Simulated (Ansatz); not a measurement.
# Amorphous Si₂₄O₄₉Mg

Preparation: random packing, a CHGNet melt and quench, and a DFT relaxation. O atoms were pushed apart under 1.9 Å during the dynamics, to hinder bonds among them. The hot cell started wider than the set density and was brought back towards it in steps. It is the lowest in DFT energy of 2 quenches. It is a model cell: composition and starting density were chosen by hand, and all elements were melted together. No dispersion term was used.

Methods: PBE, scalar-relativistic without spin-orbit coupling (Ansatz, a first-principles code); r2SCAN, scalar-relativistic without spin-orbit coupling (Ansatz); HSE06, scalar-relativistic without spin-orbit coupling (Ansatz). Geometry, pressure, stress and energy are those of the PBE run. Its sampling: a 2×2×2 Γ-centred mesh; Fermi-Dirac width 0.02 eV; no spin polarisation. Other functionals are single points at the zone centre (r2SCAN at 500 eV; exact exchange cut at the cell's faces), free to take moments where seeds were set. At PBE the levels at the filled edge of the gap are localised (band-tail or defect states), and the nearest spread-out levels lie 5.2 eV apart at the zone centre.

The number of atoms in the cell is 74. The density (held, not predicted) comes out as 2.22 g/cm³ and the volume per atom comes out as 15.01 Å³. The pressure on a 2×2×2 Γ-centred mesh is 0.81 GPa. The largest force and stress component on that mesh (the relaxation ran on the zone centre alone) is 0.02 eV/Å and 0.8 GPa and the energy relative to alpha cristobalite + rock-salt MgO (lowest mix at this level among the phases computed, not always the ambient ones) is 0.096 eV/atom. The level gap on a 2×2×2 Γ-centred mesh (PBE) is 4.53 eV and the level gap at the zone centre (PBE) is 4.53 eV. The level gap at the zone centre (r2SCAN) is 5.17 eV and the level gap at the zone centre (HSE06) comes out as 6.27 eV.

Neighbours within Si-Si 2.60 Å, Si-O 1.90 Å, Si-Mg 2.82 Å, O-O 1.58 Å, O-Mg 2.48 Å, Mg-Mg 3.19 Å count as bonded. Two cations that share two anions don't count as bonded, nor two that share one unless they lie closer than Si-Si 2.38 Å, Si-Mg 2.74 Å, Mg-Mg 3.10 Å.

```json
{
 "Mean coordination of Si by anions": "4.00 (24 with 4)",
 "Mean coordination of O": "2.04 (47 with 2, 2 with 3)",
 "Mean coordination of Mg by anions": "4.00 (1 with 4)",
 "Mean Si-O bond": "1.634 Å (spread 0.022 Å, 96 counted)",
 "Mean O-Mg bond": "2.049 Å (spread 0.210 Å, 4 counted)"
}
```

Its density started from a set value of 2.22 g/cm³. The quench (nominally 480 K/ps over its main leg) was far faster than any real one, so the model tends to hold more defects than a real film. One small periodic cell is one sample of the glass; other quenches scatter about these values. The volume was held where the preparation left it and the shape relaxed, at a PBE pressure of 0.8 GPa. Stress components on the final sampling reach 0.8 GPa.
